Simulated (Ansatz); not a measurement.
Abridged Ansatz (an electronic-structure program) output:

```
Pseudopotential: N, paw, valence charge 5
Pseudopotential: Cu, paw, valence charge 19
Pseudopotential: Zn, paw, valence charge 12
Crystal: 4 atoms, lattice volume = 61.348 Å³
Basis set: ecut = 420 eV, 1213 PW (Γ), exchange–correlation on 54×54×60 points (8 copies of the dense FFT grid, shifted against one another)
Bands: 32, of which v1, the nominal top of the filled ones, is band 28 counted from 1 (27 counted from 0)
Symmetry: 16 space group operations
k-points: 168 of 1584
Functional: x = pbe(κ = 0.804, μ = 0.2195149727645171), c = pbe(β = 0.06672455060314922)
SCF iter   1: F=—  HF=-16951.517512 eV  |F-HF|=—  |Δ(HF+E_count)|=         —  Δρ=8.14e-3  dr2=4.50e-2  ethr=1.77e-3  ⟨swp⟩=6.0  Hψ=20058  notcnv=0
SCF iter   2: F=—  HF=-16951.509156 eV  |F-HF|=—  |Δ(HF+E_count)|=   8.36e-3  Δρ=3.37e-3  dr2=3.67e-3  ethr=8.18e-5  ⟨swp⟩=2.1  Hψ=9522  notcnv=0
SCF 1 converged in 10 iterations: F = -16951.508655 eV  dr2 = 1.01e-11
SCF converged after 10 iterations
Free energy (F): -16951.508655 eV
Internal energy: -16951.495250 eV  (E = F + TS)
E sigma→0 (E₀):  -16951.501953 eV
Entropy (-TS):   -0.013405 eV (-3.351 meV/atom)
Fermi energy:    10.025163 eV
--- Forces (eV/Å), atoms counted from 1 ---
  atom   1  N     -0.00000000     0.00000000     0.00000000
  atom   2  Cu    -0.00000000     0.00000000     0.00000000
  atom   3  Zn     0.00000000     0.00000000     0.00000000
  atom   4  Cu     0.00000000     0.00000000     0.00000000
--- Stress (GPa, compression-positive) ---
        0.017975       0.000000       0.000000
        0.000000       0.017975       0.000000
        0.000000       0.000000      -0.002672
  P = ⅓ Tr σ = 0.0111 GPa (0.111 kbar)
```

Question: What was computed, and what are the main results?

Answer: ZnCu2N, 4 atoms in the cell, with Ansatz, PBE, PAW, cutoff 420 eV, scalar-relativistic without spin-orbit coupling. The last SCF converged to F = -16951.508655 eV, or -4237.8772 eV per atom, at a pressure of 0.01 GPa. The total energy compares only with runs of the same code, potentials and settings.

Each cell is one ordered arrangement of few atoms, which overstates ordering effects compared with a random alloy. No phonon test of stability was made. The final runs are not spin-polarised. An odd electron count without spin: ZnCu2N. The cell was made from Cu3N by this change: x(Zn) = 0.333, 4 atoms, P4/mmm. ZnCu2N has a high density of states at the Fermi level and may be magnetic at this level.
